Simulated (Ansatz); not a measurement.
An Ansatz (a program for electronic structure) input (Ansatz, PBEsol, PAW, cutoff 420 eV, without spin-orbit coupling):

Ansatz 0.2 input:
```yaml
crystal:
  lattice:
    - [4.2397874971, 0, 0]
    - [0, 4.2397874971, 0]
    - [2.1198937486, -2.1198937486, 3.0664643235]
  atoms:
    - { symbol: In, position: [0, 0, 0] }
    - { symbol: As, position: [0.75, 0.75, 0.5] }
basis: { ecutwfc: 420, ecutrho_ratio: 4, xc_grid: 2, fft_grid_basis: typed }
kpoints: { mp_grid: { grid: [9, 9, 9] } }
hamiltonian:
  xc: pbesol
  dispersion: none
  pseudopotentials: { kind: paw }
scf: { occupations: { method: fermi_dirac, width: 0.05 } }
relax: { f_tol: 0.005, max_steps: 50, cell: { stress_tol: 0.01, fix: [a, b, gamma] } }
output: { forces: true, stress: true }
checkpoint: { write: state.ck, write_every: 1000 }
```

Q: Which symmetry and how many k-points will the program report, and about how many plane waves at Γ?

A: Space group I-4m2 (ITA 119) with 8 operations, k-points 75 of 729, and 1075 plane waves at Γ.

Q: And the final pressure?

A: 0.77 GPa (compression positive).

The cells carry an imposed strain or load. Stability against distortions was not tested. The final runs are not spin-polarised. The cell was made from InAs in the zinc blende structure (space group F-43m, No. 216) by this change: biaxial strain −1.50 %, plane normal [001], relaxed out of plane.
